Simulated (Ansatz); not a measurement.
The reference is KF in the rock salt structure (space group Fm-3m, No. 225; a = 5.307 Å).

Method: plane-wave PAW DFT at the PBEsol level (Ansatz, a quantum-chemistry and plane-wave program, 420 eV), scalar-relativistic without spin-orbit coupling.

Before the change:

The electron mass is 0.54 mₑ (at Γ).

The change: an isotropic linear strain of −1.00 %; the atoms relax in the strained cell.

Task: What happens to the mean gap deformation potential ΔEg/Δln V?

Result: The mean gap deformation potential ΔEg/Δln V comes out as -5.2 eV.

Task: Predict the new energy relative to the base.

Result: The energy increases by 1.8 meV/atom.

Task: What does the calculation give for the electron mass after the change?

Result: The electron mass becomes 0.53 mₑ (at Γ) (base: 0.54 mₑ (at Γ)).

Effective masses come from finite differences of ±0.01 Å⁻¹. Stability against distortions was not tested.
